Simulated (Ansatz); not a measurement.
Ansatz (a program for electronic structure) run on MgAl2 (P-3m1, 3 atoms in the cell): zone-centre phonon calculation.

Level of theory: LDA (PW92), default PAW files made with PBE (plane waves; Ansatz).

```
CELL_PARAMETERS angstrom
      2.94868     0.00000     0.00000
     -1.47434     2.55363     0.00000
      0.00000     0.00000     7.23855
ATOMIC_POSITIONS crystal
  Mg 0.00000 0.00000 0.00000
  Al 0.33333 0.66667 0.65637
  Al 0.66667 0.33333 0.34363
```

Reference input (self-consistent single point, DFT, LDA (PW92), plane waves, default PAW files made with PBE): basis.ecutwfc = 30.9 Ry; kpoints.mp_grid.grid = 13 13 5; hamiltonian.xc = lda; hamiltonian.pseudopotentials = {kind: paw} (the program's default PAW files); scf.occupations.method = fermi_dirac; scf.occupations.width = 0.0073 Ry. This run's input differs from it in these lines:

Ansatz 0.2 input:
```diff
@@ -13,3 +13,3 @@
 kpoints:
-  mp_grid: { grid: [13, 13, 5] }
+  mp_grid: { grid: [19, 19, 7] }
 hamiltonian:
@@ -19,6 +19,4 @@
   occupations: { method: fermi_dirac, width: 0.0073 Ry }
-output:
-  forces: true
-  eigenvalues: true
-  stress: true
+phonons:
+  method: dfpt
```

Log, with long lists cut:

```
SCF iter   1: F=—  HF=-2927.289338 eV  |F-HF|=—  |Δ(HF+E_count)|=         —  Δρ=4.79e-3  dr2=7.36e-3  ethr=1.77e-3  ⟨swp⟩=5.1  Hψ=49821  notcnv=0
all-band conjugate gradients solve this SCF's bands
preconditioner: auto → none
SCF iter   2: F=—  HF=-2927.284304 eV  |F-HF|=—  |Δ(HF+E_count)|=   5.03e-3  Δρ=2.34e-3  dr2=2.61e-3  ethr=4.60e-5  ⟨swp⟩=2.8  Hψ=16517  notcnv=0
   [... lines left out ...]
SCF iter   6: F=—  HF=-2927.283288 eV  |F-HF|=—  |Δ(HF+E_count)|=   1.63e-5  Δρ=3.02e-5  dr2=2.57e-6  ethr=6.25e-7  ⟨swp⟩=1.7  Hψ=8886  notcnv=0
SCF iter   7: F=—  HF=-2927.283289 eV  |F-HF|=—  |Δ(HF+E_count)|=   4.99e-7  Δρ=3.26e-6  dr2=3.83e-8  ethr=1.61e-8  ⟨swp⟩=1.7  Hψ=8861  notcnv=0
SCF iter   8: F=—  HF=-2927.283289 eV  |F-HF|=—  |Δ(HF+E_count)|=   4.89e-8  Δρ=2.61e-7  dr2=4.78e-11  ethr=2.39e-10  ⟨swp⟩=1.9  Hψ=9371  notcnv=0
SCF iter   9: F=-2927.283289 eV  HF=-2927.283289 eV  |F-HF|=4.55e-12  |Δ(HF+E_count)|=  2.55e-11  Δρ=7.83e-8  dr2=2.49e-12  ethr=1.00e-12  ⟨swp⟩=5.9  Hψ=33012  notcnv=0
SCF 1 converged in 9 iterations: F = -2927.283289 eV  dr2 = 2.49e-12
DFPT response loops at Γ: preconditioner auto → Kerker (q_TF=auto, 2.224 Å⁻¹) (partly filled bands, converged f_vac=0.000) …
Free energy (F): -2927.283289 eV
Internal energy: -2927.245440 eV  (E = F + TS)
E sigma→0 (E₀):  -2927.264364 eV
Entropy (-TS):   -0.037848 eV (-12.616 meV/atom)
Fermi energy:    7.021970 eV
--- Phonons (Γ-DFPT): 4 representative perturbations + reference, on 670 of 2527 k-points (Σ response iterations 12) ---
  k mesh reduced under 2 symmetry operations, with k and −k counted as one. Each operation leaves every solved perturbation unchanged …
  ASR residual: 9.912e-5 → 0.000e0 eV/Å²; symmetrization residual: 6.660e-6 eV/Å²
  ASR residual per site (eV/Å²): 9.91e-5 9.97e-6 9.97e-6
  Γ frequencies (cm⁻¹): 0.00 0.00 0.00 117.50 117.50 123.27 123.27 236.41 267.17
  non-analytic LO–TO correction: not included (Born effective charges unavailable; polar crystals: no LO–TO splitting at Γ)
```

The run converged in 9 iterations. 

Summary of the result:
```
Quantity                                                                                 Result
--------------------------------------------------------  -------------------------------------
Free energy E − TS (on the zero of these files)                                   -2927.2833 eV
Fermi level (on the code's own zero)                                                    7.02 eV
Zone-centre frequencies (cm⁻¹; negative means imaginary)  0, 0, 0, 118, 118, 123, 123, 236, 267
```

The starting cell comes from a database of computed structures (which also holds hypothetical and non-ambient phases and stackings), without a prior relaxation at this level. Its lattice was rescaled by up to half a per cent.

Cost on one core of a shared machine: roughly 3 min.
